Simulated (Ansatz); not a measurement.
Start from BN in the wurtzite structure (space group P6_3mc, No. 186; a = 2.555 Å, c = 4.225 Å).

The values are results of plane-wave PAW DFT at the PBE level (Ansatz, a quantum-chemistry and plane-wave program, 420 eV), spin-orbit coupling left out, not measurements.

Before the change:

| Property | Result |
|---|---|
| Band gap | 5.23 eV |
| Valence-band top at Γ | 0.00, 0.00, -0.26 eV |
| Gap character | indirect, Γ → K |
| Electron mass | 0.31 mₑ along c, 0.51 mₑ across (at K) |

One thing is altered: every lattice vector is stretched by 4.82 %; the atoms relax in the strained cell.

How does this affect the band gap, valence-band top at Γ, gap character and electron mass?

The band gap increases by 0.237 eV to 5.46 eV; the valence-band top at Γ (three highest levels, from the VBM) goes from 0.00, 0.00, -0.26 eV to 0.00, 0.00, -0.14 eV; the gap character is still indirect, Γ → K; the electron mass goes from 0.31 mₑ along c, 0.51 mₑ across (at K) to 0.33 mₑ along c, 0.56 mₑ across (at K).

Masses are band curvatures over ±0.01 Å⁻¹ around the edge. Stability against distortions was not tested.
